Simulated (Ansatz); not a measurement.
Cost and result by functional for the surface energy of the (332) surface of fcc Rh in its 1x1 cell, outermost plane spacing 0.41 Å in the ideal cut, in Ansatz (plane waves, PAW). Single points on the PBE structure, on one kind of machine; costs are rough ratios of the slab run's core time (references not counted) to the cheapest single point. r2SCAN's cost holds its higher cutoff (500 against 420 eV). Differences are taken against r2SCAN for comparison alone: no measured value is at hand, so the table doesn't rank accuracy.

Set-up: 26 atoms, 10.2 Å thick at the start (thin: gaps and levels are the slab's own); mesh 14x3x1; 0.1 eV smearing; dipole correction on; all atoms relaxed; start symmetry kept, larger cells not searched; no spin, no spin-orbit, no U. These notes are the PBE run's.

| functional | relative cost | surface energy (J/m²) | less r2SCAN (J/m²) |
|---|---|---|---|
| PBEsol | 1 | 2.64 | 0.19 |
| LDA | 1 | 2.84 | 0.38 |
| RPBE | 1 | 1.96 | -0.49 |
| r2SCAN | 2 | 2.45 | 0.00 |
| PBE (the relaxed run's value) | – | 2.22 | -0.23 |

The values span 0.87 J/m², while the single points' costs differ by a factor of roughly 2. Differences are of unrounded values.

Ansatz is a quantum-chemistry and plane-wave program.
